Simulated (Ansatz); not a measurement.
PtSe2: response to strain

Base system: PtSe2 in the CdI2 type structure (space group P-3m1, No. 164; a = 3.772 Å, c = 4.821 Å; layered; relaxed with 0.1 eV smearing).

Strains are applied to the cell and any free atomic positions relax.

All numbers come from PBE-D3(BJ) (Ansatz, a first-principles code, PAW, scalar-relativistic without spin-orbit coupling).

Notes on the quantities. pressure: mean of the normal stresses, compression positive.

```tsv
isotropic strain (%)	pressure (GPa)
-3	9.5
-2.5	7.6
-1	2.7
-0.5	1.3
0	0.0
0.5	-1.2
1	-2.2
1.5	?
2	-4.1
```

Question: Fit P = P₀ − Bδ + Cδ² with δ = (1 + ε)³ − 1 to the rows shown and predict the withheld row.

Answer: Least squares on the printed values gives P₀ = 0.0 GPa, B = 83.6 GPa (at held cell shape), C = 283 GPa (largest residual 0.1 GPa); this predicts -3.2 GPa, and the run gives -3.2 GPa, in agreement.

Whether these cells are dynamically stable was not tested. All final runs are without spin polarisation.
